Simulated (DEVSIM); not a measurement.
Structure: Al/SiO2/p-InP capacitor, at 300 K.

| layer (left to right) | material | thickness (nm) | Na (cm⁻³) |
|---|---|---|---|
| 1 | SiO2 | 21.0 | - |
| 2 | InP | 1700 | 1.4e17 |

Metal gate on the left, work function 4.1 eV. Fixed charge at the semiconductor interface -4.5e11 cm⁻² (in units of +e); no interface traps.

The device is made up for the run: typed textbook-type constants, with dimensions and the other settings drawn at random. Values at 300 K.

```tsv
parameter	SiO2	InP
gap (eV)	9	1.344
affinity (eV)	0.9	4.38
permittivity	3.9	12.5
Nc (cm⁻³)	-	5.7e17
Nv (cm⁻³)	-	1.1e19
```

DEVSIM, 1D Poisson equation in equilibrium, Boltzmann statistics, complete ionisation; no quantum confinement or tunnelling. Metal contacts follow the ideal Schottky-Mott rule: no Fermi-level pinning, no interface dipoles.

Q: Give the band bending (positive: bands bend down) and minority sheet density.

A: 
| Vg (V) | ψs (V) | minority carriers (cm⁻²) |
|---|---|---|
| -3 | -0.111 | < 1e8 |
| -2.4 | -0.093 | < 1e8 |
| -1.8 | -0.066 | < 1e8 |
| -1.2 | -0.017 | < 1e8 |
| -0.6 | 0.101 | < 1e8 |
| 0 | 0.328 | < 1e8 |
| 0.6 | 0.624 | < 1e8 |
| 1.2 | 0.962 | < 1e8 |
